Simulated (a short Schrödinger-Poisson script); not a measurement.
Gated Al0.33Ga0.67N/GaN polarisation-induced gas

Stack: gated Al0.33Ga0.67N/GaN polarisation-induced gas, at 20 K.

```csv
layer,material,thickness (nm),Na (cm⁻³)
1,Al0.33Ga0.67N,20,-
2,GaN,6000,1e14
```

Constants are typed, rounded textbook-type inputs, not results; the design itself was drawn at random and stands for no fabricated device. Al0.33Ga0.67N: permittivity 9.3, conduction-band edge (eV) 0.462, gap (eV) 4.09, electron mass (mₑ) 0.24, Nv at 300 K (cm⁻³) 4.6e19. GaN: permittivity 9.5, conduction-band edge (eV) 0, gap (eV) 3.43, Nv at 300 K (cm⁻³) 4.6e19.

Channel valleys (confinement mass, in-plane density-of-states mass, number): Γ 0.2, 0.2, 1. At the gate the conduction-band edge of layer 1 lies 1.27 eV − eVg above the Fermi level of the channel; the field vanishes at the back. Sheet of polarisation charge: +1.6e13 e/cm² at 20 nm from the gate. The barrier under the gate holds no holes. Gaps are held at their typed values at every temperature. Mesh 0.08 nm at interfaces.

Solved with a short Schrödinger-Poisson script written for these runs: 1D Poisson equation in equilibrium, electrons quantum, Hartree plus LDA exchange-correlation (BenDaniel-Duke, 40 states a valley, the channel's in-plane mass for all, wave functions free to enter the barrier), parabolic valleys, classical holes, full ionisation, no traps, pinning or gate leakage.

```tsv
Vg (V)	electrons (cm⁻²)	in the channel layer	C (μF/cm²)	Γ E0 (meV)	Γ E1 (meV)
0.5	1.42e13	1.29e13	0.398	-155.1	-14.7
0.1	1.32e13	1.21e13	0.397	-145.3	-12.6
-0.3	1.22e13	1.13e13	0.395	-135.5	-10.5
-0.7	1.12e13	1.05e13	0.394	-125.6	-8.7
-1.1	1.02e13	9.62e12	0.393	-115.6	-6.9
-1.5	9.25e12	8.77e12	0.392	-105.4	-5.2
-1.9	8.28e12	7.89e12	0.391	-95.2	-3.6
-2.3	7.30e12	7.01e12	0.389	-84.9	-2.1
-2.7	6.33e12	6.12e12	0.388	-74.4	-0.3
-3.1	5.37e12	5.22e12	0.386	-63.8	2.1
-3.5	4.41e12	4.31e12	0.384	-52.7	6.5
-3.9	3.45e12	3.39e12	0.382	-41.3	11.5
-4.3	2.50e12	2.47e12	0.379	-29.9	15.6
-4.7	1.56e12	1.55e12	0.374	-18.7	18.3
-5.1	6.38e11	6.36e11	0.365	-7.6	18.5
```

Gate voltages with under 1e6 electrons/cm² are left out.

Subbands count from the Fermi level.
